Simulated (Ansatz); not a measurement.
The parent structure is SnSb in the CsCl type structure (space group Pm-3m, No. 221; a = 3.7379 Å; a cell from a computed database, its experimental status unchecked; relaxed with 0.1 eV smearing). Axes: x, y, z lie along the cube axes.

Level of theory: PBEsol (Ansatz, an electronic-structure program), spin-orbit coupling left out.

A first run, uniaxial strain ε_xx = −1.98 %, gives secant values C11 ≈ 75 GPa and C12 ≈ 59 GPa from its stress. A second run applies biaxial strain +2.57 %, plane normal [001], relaxed out of plane.

### Question
What does linear elasticity predict for −ε⊥/ε∥ in the second run, and what does the run give?

### Answer
Linear elasticity: 2 C12/C11 = 1.57. The run gives 1.70; any difference comes from nonlinear terms at these strains and numerical noise.

Stability against distortions was not tested. All final runs are without spin polarisation.
